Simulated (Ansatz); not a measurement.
Ansatz (a quantum-chemistry and plane-wave program) run on SrAl2 (Imm2, 6 atoms in the cell): self-consistent single point.

Method of the run: PBEsol, default PAW files made with PBE (plane waves; Ansatz).

The change in words: lattice scaled by 0.98. Reference geometry:
```
CELL_PARAMETERS angstrom
     -2.39199     3.94112     3.93289
      2.39199    -3.94112     3.93289
      2.39199     3.94112    -3.93289
ATOMIC_POSITIONS crystal
  Sr 0.30669 0.55669 0.75000
  Sr 0.69967 0.44967 0.25000
  Al 0.27083 0.83937 0.43146
  Al 0.72917 0.16063 0.56854
  Al 0.90791 0.83937 0.06854
  Al 0.09209 0.16063 0.93146
```

Reference input (self-consistent single point, DFT, PBEsol, plane waves, default PAW files made with PBE): basis.ecutwfc = 420 eV; kpoints.mp_grid.grid = 5 5 5; hamiltonian.xc = pbesol; hamiltonian.pseudopotentials = {kind: paw} (the program's default PAW files); scf.occupations.method = gaussian; scf.occupations.width = 0.1 eV. This run's input differs from it in these lines:

Ansatz 0.2 input:
```diff
@@ -3,12 +3,12 @@
   lattice:
-    - [-2.391985, 3.941125, 3.932892]
-    - [2.391985, -3.941125, 3.932892]
-    - [2.391985, 3.941125, -3.932892]
+    - [-2.344145, 3.862302, 3.854234]
+    - [2.344145, -3.862302, 3.854234]
+    - [2.344145, 3.862302, -3.854234]
   atoms:
-    - { symbol: Sr, position_ang: [2.391985, 1.970562, 0.445888] }
-    - { symbol: Sr, position_ang: [0.000000, 1.970563, 3.537007] }
-    - { symbol: Al, position_ang: [2.391985, -0.540249, 2.669411] }
-    - { symbol: Al, position_ang: [-0.000000, 4.481374, 1.263481] }
-    - { symbol: Al, position_ang: [-0.000000, 0.540249, 6.602303] }
-    - { symbol: Al, position_ang: [2.391985, 3.400876, -2.669411] }
+    - { symbol: Sr, position_ang: [2.344145, 1.931151, 0.436970] }
+    - { symbol: Sr, position_ang: [0.000000, 1.931151, 3.466267] }
+    - { symbol: Al, position_ang: [2.344145, -0.529444, 2.616023] }
+    - { symbol: Al, position_ang: [-0.000000, 4.391746, 1.238211] }
+    - { symbol: Al, position_ang: [0.000000, 0.529444, 6.470257] }
+    - { symbol: Al, position_ang: [2.344145, 3.332858, -2.616023] }
 basis:
```

Log, with long lists cut:

```
SCF iter   1: F=—  HF=-9084.173107 eV  |F-HF|=—  |Δ(HF+E_count)|=         —  Δρ=2.28e-3  dr2=1.62e-2  ethr=1.77e-3  ⟨swp⟩=10.4  Hψ=4289  notcnv=0
all-band conjugate gradients solve this SCF's bands
preconditioner: auto → Kerker (q_TF=auto, 2.134 Å⁻¹)
SCF iter   2: F=—  HF=-9084.169300 eV  |F-HF|=—  |Δ(HF+E_count)|=   3.81e-3  Δρ=1.30e-3  dr2=6.53e-3  ethr=5.07e-5  ⟨swp⟩=2.1  Hψ=1051  notcnv=0  defer=1
SCF iter   3: F=—  HF=-9084.167664 eV  |F-HF|=—  |Δ(HF+E_count)|=   1.64e-3  Δρ=2.29e-4  dr2=7.26e-5  ethr=2.04e-5  ⟨swp⟩=2.0  Hψ=755  notcnv=0  defer=1
SCF iter   4: F=—  HF=-9084.167655 eV  |F-HF|=—  |Δ(HF+E_count)|=   8.79e-6  Δρ=9.46e-5  dr2=1.62e-5  ethr=2.27e-7  ⟨swp⟩=2.6  Hψ=1053  notcnv=0  defer=1
SCF iter   5: F=—  HF=-9084.167652 eV  |F-HF|=—  |Δ(HF+E_count)|=   3.18e-6  Δρ=1.70e-5  dr2=5.26e-7  ethr=5.05e-8  ⟨swp⟩=2.4  Hψ=933  notcnv=0  defer=1
SCF iter   6: F=-9084.167652 eV  HF=-9084.167652 eV  |F-HF|=1.15e-8  |Δ(HF+E_count)|=   6.05e-8  Δρ=5.44e-6  dr2=4.13e-8  ethr=3.13e-10  ⟨swp⟩=10.4  Hψ=3424  notcnv=0
SCF 1 converged in 6 iterations: F = -9084.167652 eV  dr2 = 4.13e-8
Free energy (F): -9084.167652 eV
Internal energy: -9084.157799 eV  (E = F + TS)
E sigma→0 (E₀):  -9084.162725 eV
Entropy (-TS):   -0.009853 eV (-1.642 meV/atom)
Fermi energy:    7.809368 eV
--- Forces (eV/Å), atoms counted from 1 ---
  atom   1  Sr     0.00000000     0.00000000    -0.07719122
  atom   2  Sr     0.00000000     0.00000000    -0.10498495
  atom   3  Al     0.00000000     0.01800133     0.02108610
  atom   4  Al     0.00000000    -0.05727087     0.07000456
  atom   5  Al     0.00000000    -0.01800133     0.02108610
  atom   6  Al     0.00000000     0.05727087     0.07000456
--- Stress (GPa, compression-positive) ---
        2.574463       0.000000       0.000000
        0.000000       2.258533       0.000000
        0.000000       0.000000       2.645299
  P = ⅓ Tr σ = 2.4928 GPa (24.928 kbar)
  The stress holds the Pulay correction. Without it, at fixed plane waves, as pw.x and ABINIT print it: P = 2.4638 GPa
```

The run converged in 6 iterations. Against the reference run the free energy goes up by 7.4 meV/atom, the pressure goes from -0.70 to 2.49 GPa and the largest force goes from 0.157 to 0.105 eV/Å.

The starting cell comes from a database of computed structures (which also holds hypothetical and non-ambient phases and stackings), without a prior relaxation at this level. Its lattice was rescaled by up to half a per cent. One atom was moved a little off its site on purpose. For this run, on top of that: lattice scaled by 0.98. Ansatz's pressure includes its estimate of the finite-basis (Pulay) stress.
